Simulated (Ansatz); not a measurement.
The reference is GaSb in the zinc blende structure (space group F-43m, No. 216; a = 6.111 Å). Axes: x, y, z lie along the cube axes.

Method: plane-wave PAW DFT at the PBEsol level (Ansatz, an electronic-structure program, 420 eV), no SOC.

For the base:

| Quantity | Result |
|---|---|
| Volume per atom | 28.53 Å³ |

Perturbation: tensile biaxial strain of 2.00 % in the plane normal to [001], as in epitaxy on a mismatched substrate; the out-of-plane cell vector and the atoms relax.

Problem. How does this affect the volume per atom?

Solution. The volume per atom rises by 0.60 Å³ to 29.13 Å³.

Problem. How does this affect the energy relative to the base?

Solution. The energy grows by 5.7 meV/atom.

Whether these cells are dynamically stable was not tested. All final runs are without spin polarisation.
